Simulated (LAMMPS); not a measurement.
MD from the melt across the composition of Ni (fcc) with a share x of Ni sites Al; each row has its own temperature.

Level of theory: classical MD, pair style eam/alloy, file NiAlH_jea.eam.alloy, run in LAMMPS.

```csv
x,volume,state,enthalpy,self-diffusion coefficient of Al (not corrected for cell size),viscosity,T (K)
0.1,13.3268 ± 0.0004 Å³/atom,liquid,-3.6829 ± 0.0001 eV/atom,(9.7 ± 0.3) × 10^-5 cm²/s,-,2310
0.25,13.654 ± 0.001 Å³/atom,liquid,-3.7496 ± 0.0003 eV/atom,(8.4 ± 0.2) × 10^-5 cm²/s,2.1 ± 0.2 mPa s,2140
0.5,14.834 ± 0.004 Å³/atom,liquid,-3.6501 ± 0.0004 eV/atom,(9.1 ± 0.2) × 10^-5 cm²/s,1.9 ± 0.1 mPa s,1860
0.75,17.218 ± 0.002 Å³/atom,liquid,-3.3533 ± 0.0002 eV/atom,(1.31 ± 0.02) × 10^-4 cm²/s,-,1580
0.9,18.915 ± 0.002 Å³/atom,liquid,-3.1332 ± 0.0002 eV/atom,(1.69 ± 0.02) × 10^-4 cm²/s,-,1420
```

Caution: a run this short can hold a crystal over, or a liquid under, the potential's own melting point, which these runs don't give.

States go by the mean squared displacement: a species diffuses where it passes 1.5 Å², still rises and gives D over 1e-6 cm²/s; a crystal has left its structure where atoms lie 0.35 Å off their sites on average or a cubic box changes its shape by 3 %, or the axial ratios of another lie 8 % off the starting cell's, which the potential's own relaxation can also do.

Errors of D are the spread over four groups of atoms in one short run; a floor of about 5 %, a picked value, is safer.

Errors shown are sampling errors alone.
